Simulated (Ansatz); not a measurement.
The parent structure is HgS in the zinc blende structure (space group F-43m, No. 216).

```
CELL_PARAMETERS angstrom
      0.00000     2.93793     2.93793
      2.93793     0.00000     2.93793
      2.93793     2.93793     0.00000
ATOMIC_POSITIONS crystal
  Hg 0.00000 0.00000 0.00000
  S  0.75000 0.75000 0.75000
```

Cartesian axes are those of the cell as printed.

Method: PBEsol in Ansatz (plane waves to 420 eV, PAW, scalar-relativistic without spin-orbit coupling).

Strains are applied to the cell and any free atomic positions relax; under biaxial strain the out-of-plane vector relaxes too.

One change was made to it. Results:

```tsv
quantity	base	after
energy relative to the base (free energy F)	0 meV/atom	+2.9 meV/atom
volume per atom	25.36 Å³	25.57 Å³
pressure (mean of the normal stresses, compression positive)	0.0 GPa	-0.6 GPa
```

Task: Which change produced these results?
A. tensor shear ε_xz = −0.62 %
B. isotropic strain +4.60 %
C. biaxial strain +2.14 %, plane normal [001], relaxed out of plane

Result: C, biaxial strain +2.14 %, plane normal [001], relaxed out of plane. For comparison, the energy relative to the base in the other runs: isotropic strain +4.60 % gives +76 meV/atom; tensor shear ε_xz = −0.62 % gives +0.3 meV/atom.

No phonon test of stability was made. The final runs are not spin-polarised.

Ansatz is a program for electronic structure.
